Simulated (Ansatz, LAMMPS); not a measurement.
Crystalline Ge, 1728 atoms, one frame of classical dynamics at 1100 K, cell scaled from the potential's lattice parameter to the PBE one and held

Cell 34.56 × 34.56 × 34.56 Å, Ge1728, 1728 atoms. Prepared with LAMMPS with Tersoff's 1989 multicomponent potential (SiCGe.tersoff): 30 ps at 1100 K at fixed volume, last frame. 

Calculation: PBE, support functions at accuracy medium on the grid of 370 eV (norm-conserving potentials; Ansatz, an electronic-structure program).

Basis: localised support functions (accuracy medium) on a full density matrix. k-points: zone centre alone; occupations: Fermi-Dirac, 0.095 eV; spin polarisation not allowed. Spin-orbit coupling is left out.

- energy of this one frame (with the electrons' smearing term) over the static perfect crystal, per atom = 94 meV/atom
- electronic character of the cell = no gap resolved at this smearing
- coordination (neighbours within 2.883 Å) = 0.2 % 3-fold, 99.8 % 4-fold
- Ge-Ge bonds, mean ± spread = 2.504 ± 0.102 Å
- bond angles, mean ± spread = 109.3° ± 5.3°
- pressure (static part) = 0.97 GPa
- cost of the final run = very roughly 2.4 core-hours, 13 SCF iterations, 35 GiB
